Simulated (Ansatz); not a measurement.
Take WC (space group P-6m2, No. 187; a = 2.8843 Å, c = 2.8115 Å; relaxed with 0.1 eV smearing) as the base.

The values are results of LDA, PAW, 420 eV (Ansatz, a quantum-chemistry and plane-wave program; no SOC), not measurements.

For the base:

The pressure comes out as 0.0 GPa and the band gap is zero.

One thing is altered: an isotropic linear strain of +1.50 %; the atoms relax in the strained cell.

### Question
Estimate the effect on the energy relative to the base, pressure and band gap.

### Answer
The energy goes up by 26 meV/atom; the pressure (mean of the normal stresses, compression positive) goes from zero to -17.3 GPa; the band gap remains zero.

Whether these cells are dynamically stable was not tested. The final runs are not spin-polarised.
